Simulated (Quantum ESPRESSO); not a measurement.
Quantum ESPRESSO run on HfNbSi (Amm2, 12 atoms in the cell): self-consistent single point.

Computed with PBEsol, GBRV 1.5 ultrasoft (PBESOL) pseudopotentials (plane waves; Quantum ESPRESSO).

```
CELL_PARAMETERS angstrom
      8.37611     0.00000     0.00000
      0.00000     2.75950     4.69834
      0.00000    -2.75950     4.69834
ATOMIC_POSITIONS crystal
  Hf 0.19767 0.66745 0.66745
  Hf 0.80233 0.66745 0.66745
  Hf 0.31193 0.33675 0.33675
  Hf 0.68807 0.33675 0.33675
  Nb 0.27428 0.99993 0.99993
  Nb 0.72572 0.99993 0.99993
  Nb 0.00000 0.66189 0.16811
  Nb 0.00000 0.16811 0.66189
  Si 0.00000 0.16612 0.16612
  Si 0.50000 0.37038 0.81206
  Si 0.50000 0.81206 0.37038
  Si 0.50000 0.81332 0.81332
```

Reference input (self-consistent single point, DFT, PBEsol, plane waves, GBRV 1.5 ultrasoft (PBESOL) pseudopotentials): ecutwfc = 40 Ry; ecutrho = 320 Ry; occupations = smearing; smearing = fermi-dirac; degauss = 0.0073499 Ry; potentials = {Hf: hf_pbesol_v1.uspp.F.UPF, Nb: nb_pbesol_v1.uspp.F.UPF, Si: si_pbesol_v1.uspp.F.UPF}; K_POINTS = automatic 4 7 7 0 0 0; conv_thr = 1e-10 Ry; mixing_beta = 0.7. This run's input differs from it in these lines:

```diff
@@ -41,3 +41,3 @@
 K_POINTS automatic
-4 7 7  0 0 0
+3 5 5  1 1 1
 CELL_PARAMETERS angstrom
```

Output, abridged:

```
     Self-consistent Calculation

     iteration #  1     ecut=    40.00 Ry     beta= 0.70

---- Real-time Memory Report at c_bands before calling an iterative solver
           924 MiB given to the printing process from OS
           235 MiB allocation reported by mallinfo(arena+hblkhd)
------------------

     negative rho (up, down):  4.316E-01 0.000E+00

     total energy              =   -1121.06744902 Ry
     estimated scf accuracy    <      34.38237145 Ry

     iteration #  2     ecut=    40.00 Ry     beta= 0.70

---- Real-time Memory Report at c_bands before calling an iterative solver
   [... lines left out ...]
          1089 MiB given to the printing process from OS
           268 MiB allocation reported by mallinfo(arena+hblkhd)
------------------

     negative rho (up, down):  4.529E-01 0.000E+00

     total energy              =   -1144.44114746 Ry
     estimated scf accuracy    <          2.2E-10 Ry

     iteration # 20     ecut=    40.00 Ry     beta= 0.70

---- Real-time Memory Report at c_bands before calling an iterative solver
          1089 MiB given to the printing process from OS
           268 MiB allocation reported by mallinfo(arena+hblkhd)
------------------

     negative rho (up, down):  4.529E-01 0.000E+00
     End of self-consistent calculation

     the Fermi energy is    14.6750 ev

!    total energy              =   -1144.44114746 Ry
     estimated scf accuracy    <          4.0E-11 Ry
     smearing contrib. (-TS)   =      -0.02570416 Ry
     internal energy E=F+TS    =   -1144.41544330 Ry

     convergence has been achieved in  20 iterations

     negative rho (up, down):  4.529E-01 0.000E+00

     Forces acting on atoms (cartesian axes, Ry/au):

     atom    1 type  1   force =    -0.00193193    0.00000000    0.00044655
     atom    2 type  1   force =     0.00193193    0.00000000    0.00044655
     atom    3 type  1   force =    -0.00754324    0.00000000    0.00189986
     atom    4 type  1   force =     0.00754324    0.00000000    0.00189986
     atom    5 type  2   force =    -0.00362728    0.00000000   -0.00029940
   [... lines left out ...]
     Total force =     0.018299     Total SCF correction =     0.000019
   [... lines left out ...]

     negative rho (up, down):  4.529E-01 0.000E+00
          total   stress  (Ry/bohr**3)                   (kbar)     P=      -59.77
  -0.00046540   0.00000000   0.00000000          -68.46        0.00        0.00
   0.00000000  -0.00041897   0.00000000            0.00      -61.63        0.00
   0.00000000   0.00000000  -0.00033452            0.00        0.00      -49.21

   JOB DONE.
```

The run converged in 20 iterations. Against the reference run the free energy is nearly the same (within 1 meV/atom), the pressure moves little (-5.99 to -5.98 GPa) and the largest force goes from 0.223 to 0.200 eV/Å.

The starting cell comes from a database of computed structures (which also holds hypothetical and non-ambient phases and stackings), without a prior relaxation at this level. Spin polarisation is off.

Cost on one core of a shared machine: roughly 9 min.
